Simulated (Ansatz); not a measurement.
Base system: MgSe in the rock salt structure (space group Fm-3m, No. 225; a = 5.472 Å). Axes: x, y, z lie along the cube axes.

Method: r2SCAN (Ansatz, a program for electronic structure), no SOC.

Before the change:

The smallest direct gap is 3.44 eV and the electron mass comes out as 0.48 mₑ along k, 0.25 mₑ across (at X).

The change: tensile biaxial strain of 2.61 % in the plane normal to [001], as in epitaxy on a mismatched substrate; the out-of-plane cell vector and the atoms relax.

**Question.** Predict the new smallest direct gap, electron mass and out-of-plane strain.

**Answer.** The smallest direct gap falls by 0.32 eV, from 3.44 eV to 3.12 eV; the electron mass becomes 0.44 mₑ along k, 0.27 mₑ across (at X) (base: 0.48 mₑ along k, 0.25 mₑ across (at X)); the out-of-plane strain comes out as -1.47 %.

Effective masses come from finite differences of ±0.01 Å⁻¹. Along k means along the line from Γ to the band edge. Stability against distortions was not tested.
